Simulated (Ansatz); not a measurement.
Consider this model of amorphous Si30N44Ti3.

```xyz
77
Lattice="9.4587 0.3119 0.0056 0.3119 9.7094 0.2629 0.0056 0.2629 9.5077" Properties=species:S:1:pos:R:3 pbc="T T T"
Si     2.4844     4.4758     1.0844
Si     5.6178     8.3993     5.8917
Si     2.5465     7.1042     8.9483
Si     9.5786     5.0251     5.0865
Si     4.0677     3.4952     6.2692
Si     4.9206     5.7484     4.2192
Si     6.3797     1.4278     5.9132
Si     3.6762     0.4638     5.7975
Si     7.2473     3.7466     4.0695
Si     7.2971     6.9493     8.8039
Si     2.0407     4.6306     7.6544
Si     7.8778     4.0239     0.9371
Si     2.0876     6.1667     5.4339
Si     0.2194     6.3371     0.7175
Si     0.2206     2.8666     2.3451
Si     0.7984     0.1722     1.3271
Si     7.8691     8.9079     1.2848
Si     0.9974     2.5405     9.1473
Si     7.8611    10.0505     4.2057
Si     3.6254     1.0624     0.9823
Si     5.8419     2.4636     8.6736
Si     1.2362     2.3172     6.2085
Si     0.4185     7.5919     3.2859
Si     7.0450     6.0285     6.4448
Si     5.1350     9.1525     8.9840
Si     5.1046     3.5572     1.8815
Si     4.7182     5.1607     8.6224
Si     1.0571     9.2612     5.6785
Si     9.6795     7.8749     7.2021
Si     8.6242     1.0618     7.9866
N      4.1947     9.3078     2.0804
N      6.9823     1.6671     7.5865
N      8.2980     5.6098     0.2676
N      7.1296     9.5606     2.7137
N      5.6842     4.3050     3.4536
N      1.7345     3.7370     2.4173
N      6.7381     8.4579     9.5685
N      1.9754     1.0086     0.3344
N      8.1038     7.1524     7.2199
N      9.3953     9.2224     4.3725
N      1.6391     8.4432     2.3922
N      4.5592     6.8865     3.0157
N      0.8341     1.2805     2.7407
N      4.6617     1.9547     5.7001
N      9.0875     9.9395     0.4810
N      3.9766     2.2636     2.2102
N      3.2388     5.8599     7.9621
N      5.0151     3.6998     7.7218
N      1.9686     0.8554     5.5195
N      8.2321     4.0183     2.6994
N      1.7594     4.0522     9.1942
N      0.2790     2.0773     7.6465
N      0.8661     6.0915     4.1227
N      6.0999     6.0149     8.0496
N      6.9005     9.5179     5.5587
N      3.7579     8.1653     9.4769
N      0.7626     3.1408     4.7703
N      4.8732     9.1623     7.2679
N      8.8212     7.5713     1.9416
N      3.6137     5.0807     5.2008
N      6.3736     3.1673     0.6405
N      1.9644     6.1052     1.0902
N      9.4696     9.6327     7.0739
N      4.3654     9.0410     4.8452
N      9.1668     2.9357     0.7114
N      2.5460     3.1687     6.8899
N      1.7296     7.7333     6.1462
N      7.8440     4.8399     5.3949
N      4.2177     4.6330     0.8258
N      7.3300     2.0567     4.5637
N      5.9232     6.7611     5.3528
N      0.9577     5.3107     6.5199
N      4.7876     1.1745     9.2060
N      0.8387     7.3072     8.7475
Ti     2.3122     2.2494     3.4378
Ti     3.2564     7.6087     1.8688
Ti     5.3648     8.6846     3.2682
```

Method: PBE, scalar-relativistic without spin-orbit coupling (plane waves to 420 eV, PAW; Ansatz, an electronic-structure program).

Preparation: random packing, a CHGNet melt and quench, and a DFT relaxation. N atoms were pushed apart under 1.9 Å during the dynamics, to hinder bonds among them. The hot cell started wider than the set density and was brought back towards it in steps. It is the lowest in DFT energy of 2 quenches. It is a model cell: composition and starting density were chosen by hand, and all elements were melted together. No dispersion term was used. Its density started from a set value of 3.05 and ended at 3.05 g/cm³. The simulated quench (nominally 300 K/ps over its main leg) is rapid and tends to freeze in more defects than a deposited or slowly cooled glass has. Values belong to this one cell and scatter from quench to quench. The volume was held where the preparation left it and the shape relaxed, at a PBE pressure of 0.3 GPa.

Neighbours within Si-Si 2.60 Å, Si-N 2.08 Å, Si-Ti 2.78 Å, N-N 1.70 Å, N-Ti 2.54 Å, Ti-Ti 3.12 Å count as bonded. Two cations that share two anions don't count as bonded, nor two that share one unless they lie closer than Si-Si 2.38 Å, Si-Ti 2.71 Å, Ti-Ti 3.04 Å.

Problem. Give the coordination numbers, mean bond lengths and angles.

Solution. 
| Quantity | Value |
|---|---|
| Mean coordination of Si by anions | 4.00 (30 with 4); 1 close contacts or bonds to cations besides |
| Mean coordination of N | 3.05 (42 with 3, 2 with 4) |
| Mean coordination of Ti by anions | 4.67 (1 with 4, 2 with 5); 1 close contacts or bonds to cations besides |
| Mean Si-N bond | 1.763 Å (spread 0.048 Å, 120 counted) |
| Mean N-Ti bond | 2.013 Å (spread 0.182 Å, 14 counted) |
| Bond angle at Si | mean 108.5°, spread 12.3° |
| Bond angle at N | mean 116.1°, spread 15.6° |
| Bond angle at Ti | mean 103.8°, spread 26.8° |

Problem. Which atoms depart from the most common coordination of their element?

Solution. Si2 has 5 (N55 1.73 Å, N58 1.74 Å, N71 1.75 Å, N64 1.75 Å, Ti77 2.65 Å); N49 has 4 (Si8 1.77 Å, Si22 1.77 Å, Si28 1.79 Å, Ti75 2.53 Å); N62 has 4 (Si1 1.71 Å, Si14 1.80 Å, Si3 1.90 Å, Ti76 2.13 Å).

Problem. List the pairs of like atoms that count as bonded by the rules above.

Solution. There are none by these rules.
